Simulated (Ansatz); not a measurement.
What isotropic strain +5.15 % does to NiCl2

Consider NiCl2 (space group R-3m, No. 166; a = 3.4492 Å, c = 17.1849 Å (hexagonal axes); ferromagnetic; layered, stacked along the Cartesian z axis).

It is then changed as follows: every lattice vector is stretched by 5.15 %; the atoms relax in the strained cell.

All numbers come from Ansatz (a program for electronic structure) r2SCAN+rVV10, spin-orbit coupling left out. k-mesh 11×11×11 (Γ-centred); smearing 0.05 eV (Fermi–Dirac).

```tsv
quantity	base	changed	shift
volume per atom	19.67 Å³	22.87 Å³	+3.20 Å³
space group	R-3m (No. 166)	R-3m (No. 166)	–
shortest interatomic distance	2.389 Å	2.446 Å	+0.057 Å
energy relative to the base (free energy F)	0 meV/atom	+46 meV/atom	+46 meV/atom
pressure (mean of the normal stresses, compression positive)	0.0 GPa	-4.0 GPa	-4.0 GPa
band gap	2.21 eV	2.39 eV	+0.18 eV
gap character	indirect, T → Γ–S₀ (69 % along)	indirect, T → k = (0.273, 0.273, -0.455) in the run's primitive reciprocal basis	–
magnetic state	ferromagnetic	ferromagnetic	–
largest site moment	1.59 μB	1.62 μB	+0.03 μB
largest internal atomic displacement	–	0.123 Å	–
```

Final structure:

```
CELL_PARAMETERS angstrom
      1.81343     1.04698     6.02332
     -1.81343     1.04698     6.02332
      0.00000    -2.09397     6.02332
ATOMIC_POSITIONS crystal
  Ni 0.00000 0.00000 0.00000
  Cl 0.26339 0.26339 0.26339
  Cl 0.73661 0.73661 0.73661
```

Whether these cells are dynamically stable was not tested. No Hubbard U is applied and the magnetic state is the run's own (NiCl2 ferromagnetic); other magnetic orders, which need larger cells, were not tried and can change the gap. Where the two band edges lie in opposite spin channels, the gap is a spin-flip gap.
